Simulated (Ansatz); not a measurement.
Ansatz (an electronic-structure program) run on K₃Pd (P4mm, 4 atoms in the cell): self-consistent single point.

Method: PBEsol, harder PAW files (source: ansatz) made with PBE (plane waves; Ansatz).

The change in words: lattice scaled by 0.98; basis.ecutwfc: 420 eV → 1200 eV; hamiltonian.pseudopotentials: {kind: paw} (the program's default PAW files) → {kind: paw, source: ansatz}. Reference geometry:
```
K3Pd
1.0
    5.41779     0.00000     0.00000
    0.00000     5.41779     0.00000
    0.00000     0.00000     5.41779
K Pd
3 1
Cartesian
  2.70889   2.70889   0.05000
  0.00000   2.70889   2.70889
  2.70889   0.00000   2.70889
  0.00000   0.00000   0.00000
```

Reference input (self-consistent single point, DFT, PBEsol, plane waves, default PAW files made with PBE): basis.ecutwfc = 420 eV; kpoints.mp_grid.grid = 5 5 5; hamiltonian.xc = pbesol; hamiltonian.pseudopotentials = {kind: paw} (the program's default PAW files); scf.occupations.method = fermi_dirac; scf.occupations.width = 0.1 eV. This run's input differs from it in these lines:

Ansatz 0.2 input:
```diff
@@ -2,12 +2,12 @@
   lattice:
-    - [5.417785, 0.000000, 0.000000]
-    - [0.000000, 5.417785, 0.000000]
-    - [0.000000, 0.000000, 5.417785]
+    - [5.309429, 0.000000, 0.000000]
+    - [0.000000, 5.309429, 0.000000]
+    - [0.000000, 0.000000, 5.309429]
   atoms:
-    - { symbol: K, position_ang: [2.708893, 2.708893, 0.050001] }
-    - { symbol: K, position_ang: [0.000000, 2.708893, 2.708893] }
-    - { symbol: K, position_ang: [2.708893, 0.000000, 2.708893] }
+    - { symbol: K, position_ang: [2.654714, 2.654714, 0.049001] }
+    - { symbol: K, position_ang: [0.000000, 2.654714, 2.654714] }
+    - { symbol: K, position_ang: [2.654714, 0.000000, 2.654714] }
     - { symbol: Pd, position_ang: [0.000000, 0.000000, 0.000000] }
 basis:
-  ecutwfc: 420.0
+  ecutwfc: 1200.0
 kpoints:
@@ -16,3 +16,3 @@
   xc: pbesol
-  pseudopotentials: { kind: paw }
+  pseudopotentials: { kind: paw, source: ansatz }
 scf:
```

Log, with long lists cut:

```
SCF iter   1: F=—  HF=-11492.324136 eV  |F-HF|=—  |Δ(HF+E_count)|=         —  Δρ=3.76e-1  dr2=5.14e2  ethr=3.10e-3  ⟨swp⟩=7.8  Hψ=2431  notcnv=0
all-band conjugate gradients solve this SCF's bands
preconditioner: auto → Kerker (q_TF=auto, 2.233 Å⁻¹)
SCF iter   2: F=—  HF=-11478.261196 eV  |F-HF|=—  |Δ(HF+E_count)|=    1.41e1  Δρ=2.30e-1  dr2=8.28e1  ethr=3.10e-3  ⟨swp⟩=6.6  Hψ=2716  notcnv=0  defer=2
   [... lines left out ...]
SCF iter   9: F=—  HF=-11454.351699 eV  |F-HF|=—  |Δ(HF+E_count)|=   1.19e-3  Δρ=6.64e-4  dr2=1.46e-3  ethr=1.46e-5  ⟨swp⟩=1.8  Hψ=654  notcnv=0
SCF iter  10: F=—  HF=-11454.351518 eV  |F-HF|=—  |Δ(HF+E_count)|=   1.81e-4  Δρ=1.74e-4  dr2=9.82e-5  ethr=3.25e-6  ⟨swp⟩=2.1  Hψ=609  notcnv=0
SCF iter  11: F=—  HF=-11454.351389 eV  |F-HF|=—  |Δ(HF+E_count)|=   1.29e-4  Δρ=4.16e-5  dr2=5.31e-6  ethr=2.18e-7  ⟨swp⟩=2.0  Hψ=604  notcnv=0
SCF iter  12: F=-11454.351388 eV  HF=-11454.351388 eV  |F-HF|=1.03e-8  |Δ(HF+E_count)|=   6.38e-7  Δρ=3.38e-6  dr2=4.24e-8  ethr=2.22e-10  ⟨swp⟩=9.9  Hψ=2963  notcnv=0
SCF 1 converged in 12 iterations: F = -11454.351388 eV  dr2 = 4.24e-8
Free energy (F): -11454.351388 eV
Internal energy: -11454.288279 eV  (E = F + TS)
E sigma→0 (E₀):  -11454.319834 eV
Entropy (-TS):   -0.063109 eV (-15.777 meV/atom)
Fermi energy:    5.138696 eV
--- Forces (eV/Å), atoms counted from 1 ---
  atom   1  K     -0.00000000     0.00000000    -0.08710055
  atom   2  K      0.00000000     0.00000000     0.03662435
  atom   3  K     -0.00000000     0.00000000     0.03662435
  atom   4  Pd    -0.00000000     0.00000000     0.01384693
--- Stress (GPa, compression-positive) ---
       -0.130565       0.000000       0.000000
        0.000000      -0.130565       0.000000
        0.000000       0.000000      -0.137330
  P = ⅓ Tr σ = -0.1328 GPa (-1.328 kbar)
  The stress holds the Pulay correction. Without it, at fixed plane waves, as pw.x and ABINIT print it: P = -0.1350 GPa
```

The run converged in 12 iterations. Against the reference run the pressure goes from -0.61 to -0.13 GPa and the largest force moves little (0.084 to 0.087 eV/Å).

The starting cell comes from a database of computed structures (which also holds hypothetical and non-ambient phases and stackings), without a prior relaxation at this level. Its lattice was rescaled by up to half a per cent. One atom was moved a little off its site on purpose. For this run, on top of that: lattice scaled by 0.98. Spin polarisation is off. Ansatz's pressure includes its estimate of the finite-basis (Pulay) stress.

Cost on one core of a shared machine: roughly 40 s.
